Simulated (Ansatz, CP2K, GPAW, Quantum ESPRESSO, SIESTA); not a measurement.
**Code comparison for Ni3Si (Pm-3m, 4 atoms in the cell)**

Self-consistent single point.

```yaml
crystal:
  lattice:
    - [3.51807, 0.00000, 0.00000]
    - [0.00000, 3.51807, 0.00000]
    - [0.00000, 0.00000, 3.51807]
  atoms:
    - { symbol: Si, position: [0.00000, 0.00000, 0.00000] }
    - { symbol: Ni, position: [0.00000, 0.50000, 0.50000] }
    - { symbol: Ni, position: [0.50000, 0.00000, 0.50000] }
    - { symbol: Ni, position: [0.50000, 0.50000, 0.00000] }
```

All programs got the same cell, k-point mesh and kind of occupations (in Ansatz's words: kpoints.mp_grid.grid = 9 9 9; scf.occupations.method = fermi_dirac; scf.occupations.width = 0.05 eV); potentials, basis and cutoffs are each program's usual ones.

```
code                                                                                                                                model  pressure (GPa)  k-points       cutoff
----------------  -----------------------------------------------------------------------------------------------------------------------  --------------  --------  -----------
Quantum ESPRESSO                                                                                PBE, PSlibrary PAW (PBE) pseudopotentials           -2.61        35        50 Ry
Ansatz                                                                                                             PBE, default PAW files           -2.13        35      default
GPAW                                                                                         PBE, GPAW PAW datasets PBE (gpaw-data 1.0.1)           -0.03        35       850 eV
CP2K                                                              PBE, GPW, DZVP-MOLOPT-SR-GTH basis, GTH-PBE potentials (GTH_POTENTIALS)           -0.65       365  grid 600 Ry
SIESTA            GGA PBE, numerical atomic orbitals TZP, PseudoDojo PBE standard norm-conserving potentials (rewritten from UPF to PSML)           -4.91       365  grid 400 Ry
```

The spread over the programs that give each value: pressure within 4.88 GPa.

The starting cell has typed, rounded lattice constants, without a prior relaxation at this level. Its lattice was rescaled by a random factor within 2.5 % of one. On Ansatz's run: Spin polarisation is off.

Why do the programs differ, and what cannot be compared?

Differences of this kind can come from the potentials, where these differ, and from what each basis and cutoff leave unconverged. The valence holds different numbers of electrons (Quantum ESPRESSO 34, Ansatz (a quantum-chemistry and plane-wave program) 58, GPAW 52, CP2K 58, SIESTA 58). The zero of total energies and Fermi levels follows the potentials and each program's conventions, so they are not compared here. CP2K and SIESTA use small atom-centred bases, whose incompleteness enters pressures, forces and empty levels differently from a plane-wave cutoff. Ansatz's pressure is given at a fixed set of plane waves, as the other plane-wave codes print theirs; with its correction for the finite basis it is -2.07 GPa. The programs reduce the same mesh by symmetry to different extents, which changes the work and not the result. In the pressure, GPAW (by 2.09), CP2K (by 1.48) and SIESTA (by 2.78) lie more than 1 GPa from the median of the plane-wave programs.

Left out of this page: ABINIT (with a known weakness of the program); Elk and FLEUR (not drawn, or without a comparable value).

Keys are those of Ansatz 0.2.
